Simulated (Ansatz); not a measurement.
Start from GaN in the zinc blende structure (space group F-43m, No. 216; a = 4.455 Å).

The values are results of LDA (Ansatz, a quantum-chemistry and plane-wave program; PAW; 420 eV plane waves; no spin-orbit coupling), not measurements.

Before the change:

* **Hole mass**: 0.18, 0.85, 0.85 mₑ (at Γ)
* **Valley order**: Γ 1.96 eV; X along ⟨100⟩ 3.27 eV

Now apply this change: every lattice vector is shortened by 3.00 %, atoms relaxed at fixed cell.

Estimate the effect on the hole mass, mean gap deformation potential ΔEg/Δln V and valley order.

The hole mass (degenerate bands, along [100]) becomes 0.23, 0.80, 0.80 mₑ (at Γ) (base: 0.18, 0.85, 0.85 mₑ (at Γ)); the mean gap deformation potential ΔEg/Δln V is -6.5 eV; the valley order (the lowest conduction-band minima on the path, energy above the VBM, named in the base's zone) becomes Γ 2.55 eV; X along ⟨100⟩ 3.29 eV (base: Γ 1.96 eV; X along ⟨100⟩ 3.27 eV).

The cells carry an imposed strain or load. Masses are band curvatures over ±0.01 Å⁻¹ around the edge. Stability against distortions was not tested. This is not the structure that GaN has at room temperature and ambient pressure.
